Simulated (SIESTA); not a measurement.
## A self-consistent single point of RbSr3 (I4/mmm, 4 atoms in the cell) with SIESTA

Computed with SIESTA 5.4.2 with GGA PBEsol, numerical atomic orbitals DZP, PseudoDojo PBEsol standard norm-conserving potentials (rewritten from UPF to PSML).

Input:

```
# files in the folder: Rb.psml Sr.psml (PseudoDojo PBEsol standard)
SystemName  RbSr3
SystemLabel RbSr3

NumberOfAtoms                4
NumberOfSpecies              2
%block ChemicalSpeciesLabel
  1 37 Rb
  2 38 Sr
%endblock ChemicalSpeciesLabel
LatticeConstant              1.0 Ang
%block LatticeVectors
    -3.090650000    3.090650000    6.376005000
     3.090650000   -3.090650000    6.376005000
     3.090650000    3.090650000   -6.376005000
%endblock LatticeVectors
AtomicCoordinatesFormat      Ang
%block AtomicCoordinatesAndAtomicSpecies
     0.000000000    0.000000000    0.000000000  1
     0.000000000    3.090650000    3.188002500  2
     3.090650000    0.000000000    3.188002500  2
     0.000000000    0.000000000    6.376005000  2
%endblock AtomicCoordinatesAndAtomicSpecies

XC.functional                GGA
XC.authors                   PBEsol
PAO.BasisSize                DZP
PAO.EnergyShift              0.01 Ry
MeshCutoff                   300 Ry
%block kgrid.MonkhorstPack
    5   0   0  0.0
    0   5   0  0.0
    0   0   5  0.0
%endblock kgrid.MonkhorstPack
OccupationFunction           FD
ElectronicTemperature        100.0 meV

MaxSCFIterations             150
SCF.Mixer.Method             Pulay
SCF.Mixer.Weight             0.2
SCF.Mixer.History            8
SCF.DM.Tolerance             1.0E-04
Diag.ParallelOverK           true
WriteForces                  true
Charge.Mulliken              end
```

Log, with long lists cut:

```
reinit: Reading from file input.fdf

reinit: System Name: RbSr3
reinit: System Label: RbSr3

coor:   Atomic-coordinates input format  =     Cartesian coordinates
coor:                                          (in Angstroms)

siesta: Atomic coordinates (Bohr) and species
siesta:      0.00000   0.00000   0.00000  1        1
siesta:      0.00000   5.84048   6.02445  2        2
siesta:      5.84048   0.00000   6.02445  2        3
siesta:      0.00000   0.00000  12.04890  2        4

siesta: System type = bulk

initatomlists: Number of atoms, orbitals, and projectors:      4    36    72

siesta: ******************** Simulation parameters ****************************
redata: Spin configuration                          = none
redata: Time-Reversal Symmetry                      = T
redata: Number of Atomic Species                    =        2
redata: Mesh Cutoff                                 =   300.0000 Ry
redata: Net charge of the system                    =     0.0000 |e|
redata: Min. number of SCF Iter                     =        0
redata: Max. number of SCF Iter                     =      150
redata: SCF convergence failure will abort job
redata: SCF mix quantity                            = Hamiltonian
redata: Mix DM or H after convergence               =   F
redata: Recompute H after scf cycle                 =   F
redata: Mix DM in first SCF step                    =   T
redata: No kicks to SCF
redata: DM Mixing Weight for Kicks                  =     0.5000
redata: Require Harris convergence for SCF          =   F
redata: Harris energy tolerance for SCF             =     0.000100 eV
redata: Require DM convergence for SCF              =   T
redata: DM tolerance for SCF                        =     0.000100
redata: Require EDM convergence for SCF             =   F
redata: EDM tolerance for SCF                       =     0.001000 eV
redata: Require H convergence for SCF               =   T
redata: Hamiltonian tolerance for SCF               =     0.001000 eV
redata: Require (free) Energy convergence for SCF   =   F
redata: (free) Energy tolerance for SCF             =     0.000100 eV
redata: Using DFT-D3 dispersion                     =   F
redata: Using Saved Data (generic)                  =   F
redata: Method of Calculation                       = Diagonalization
redata: Electronic Temperature                      =  1160.4518 K
redata: Number of TDED substeps                     =        3
redata: Dynamics option                             = Single-point calculation
redata: Save all siesta data in one NC              =   F
redata: ***********************************************************************

%block SCF.Mixers
  Pulay
%endblock SCF.Mixers

%block SCF.Mixer.Pulay
  # Mixing method
  method pulay
  variant stable

  # Mixing options
  weight 0.2000
  weight.linear 0.2000
  history 8
%endblock SCF.Mixer.Pulay

DM_history_depth set to one: no extrapolation allowed by default for geometry relaxation
Size of DM history Fstack: 1
Total number of electrons:    39.000000
Total ionic charge:    39.000000

* ProcessorY, Blocksize:    1  37

* Orbital distribution balance (max,min):    36    36

 Kpoints in:           75 . Kpoints trimmed:           63

siesta: k-grid: Number of k-points = 63
siesta: k-points from Monkhorst-Pack grid
siesta: k-cutoff (effective) =    15.453 Ang
siesta: k-point supercell and displacements
siesta: k-grid:     5     0     0      0.000
siesta: k-grid:     0     5     0      0.000
siesta: k-grid:     0     0     5      0.000

diag: Algorithm                                     = D&C
diag: Parallel over k                               =   F
diag: Use parallel 2D distribution                  =   F
diag: Parallel block-size                           = 37
diag: Parallel distribution                         =     1 x     1
diag: Used triangular part                          = Lower
diag: Absolute tolerance                            =  0.100E-15
diag: Orthogonalization factor                      =  0.100E-05
diag: Memory factor                                 =  1.0000

superc: Internal auxiliary supercell:     5 x     5 x     5  =     125
superc: Number of atoms, orbitals, and projectors:    500   4500   9000

                        Single-point calculation

superc: Internal auxiliary supercell:     5 x     5 x     5  =     125
superc: Number of atoms, orbitals, and projectors:    500   4500   9000

outcell: Unit cell vectors (Ang):
       -3.090650    3.090650    6.376005
        3.090650   -3.090650    6.376005
        3.090650    3.090650   -6.376005

outcell: Cell vector modules (Ang)   :    7.730309    7.730309    7.730309
outcell: Cell angles (23,13,12) (deg):    132.8675    132.8675     68.8623
outcell: Cell volume (Ang**3)        :    243.6174
new_DM -- step:     1
Initializing Density Matrix...

Attempting to read DM from file... Failed...
DM filled with atomic data:

InitMesh: MESH = 72 x 72 x 54 = 279936
InitMesh: Mesh cutoff (required, used) =   300.000   322.469 Ry

stepf: Fermi-Dirac step function

        iscf     Eharris(eV)        E_KS(eV)     FreeEng(eV)     dDmax    Ef(eV) dHmax(eV)
   scf:    1    -3518.977475    -3522.744451    -3522.843038  0.419272 -2.610072  2.332692
   scf:    2    -3522.943940    -3522.845728    -3522.944446  0.036194 -2.637146  1.737736
   scf:    3    -3523.067380    -3522.968348    -3523.067365  0.095439 -2.714837  0.040242
   scf:    4    -3522.968561    -3522.968472    -3523.067389  0.003646 -2.718712  0.026730
   scf:    5    -3522.968538    -3522.968505    -3523.067415  0.000683 -2.718460  0.016786
   scf:    6    -3522.968524    -3522.968516    -3523.067432  0.001126 -2.719235  0.000827
   scf:    7    -3522.968519    -3522.968517    -3523.067432  0.000098 -2.719336  0.000365

SCF Convergence by DM+H criterion
max |DM_out - DM_in|         :     0.0000981709
max |H_out - H_in|      (eV) :     0.0003648580
SCF cycle converged after 7 iterations

Using DM_out to compute the final energy and forces

siesta: E_KS(eV) =            -3522.9685

siesta: E_KS - E_eggbox =     -3522.9685

siesta: Atomic forces (eV/Ang):
     1    0.000000    0.000000   -0.000000
     2    0.000012   -0.000012    0.000000
     3   -0.000012    0.000012   -0.000000
     4   -0.000000   -0.000000   -0.000000
   Tot    0.000000    0.000000    0.000000
   Max    0.000012
   Res    0.000007    sqrt( Sum f_i^2 / 3N )
   Max    0.000012    constrained

Stress tensor Voigt[x,y,z,yz,xz,xy] (kbar):      -16.42      -16.42      -11.92        0.00        0.00        0.01
(Free)E + p*V (eV/cell)    -3520.7988
Target enthalpy (eV/cell)    -3523.0674

siesta: Program's energy decomposition (eV):
siesta: Ebs     =      -831.006166
siesta: Eions   =      5756.229971
siesta: Ena     =      1731.776507
siesta: Ekin    =       929.786223
siesta: Enl     =       381.810900
siesta: Eso     =         0.000000
siesta: Edftu   =         0.000000
siesta: DEna    =        47.551849
siesta: DUscf   =         0.872407
siesta: DUext   =         0.000000
siesta: Ex      =      -789.314831
siesta: Ec      =       -69.221601
siesta: Exc     =      -858.536432
siesta: Eharris =     -3522.968519
siesta: Etot    =     -3522.968517
siesta: FreeEng =     -3523.067432

siesta: Stress tensor (static) (eV/Ang**3):
siesta:    -0.010247    0.000006    0.000002
siesta:     0.000006   -0.010247    0.000002
siesta:     0.000002    0.000002   -0.007442

siesta: Cell volume =        243.617394 Ang**3

siesta: Pressure (static):
siesta:                Solid            Molecule  Units
siesta:           0.00010142          0.00010142  Ry/Bohr**3
siesta:           0.00931209          0.00931219  eV/Ang**3
siesta:          14.91960756         14.91977407  kBar

mulliken: Atomic and Orbital Populations:

Species: Rb
Atom  Qatom  Qorb
               4s      5s      5s      4py     4pz     4px     5py     5pz
               5px
   1  9.204   2.009   0.845  -0.047   2.036   2.034   2.036   0.099   0.095
              0.099

Species: Sr
Atom  Qatom  Qorb
               4s      5s      5s      4py     4pz     4px     5py     5pz
               5px
   2  9.913   1.998   1.392  -0.161   2.018   2.018   2.018   0.219   0.193
              0.219
   3  9.913   1.998   1.392  -0.161   2.018   2.018   2.018   0.219   0.193
              0.219
   4  9.969   1.998   1.389  -0.163   2.019   2.017   2.019   0.200   0.291
              0.200

mulliken: Qtot =       39.000

Mulliken Atomic Populations:
Atom #   charge [q] valence [e]  Species
     1    -0.204352    9.204352  Rb
     2     0.086726    9.913274  Sr
     3     0.086726    9.913274  Sr
     4     0.030900    9.969100  Sr
 Total     0.000000
```

The run converged in 7 iterations.

The starting cell comes from a database of computed structures (which also holds hypothetical and non-ambient phases and stackings), without a prior relaxation at this level. Values carry the incompleteness of an atom-centred basis.
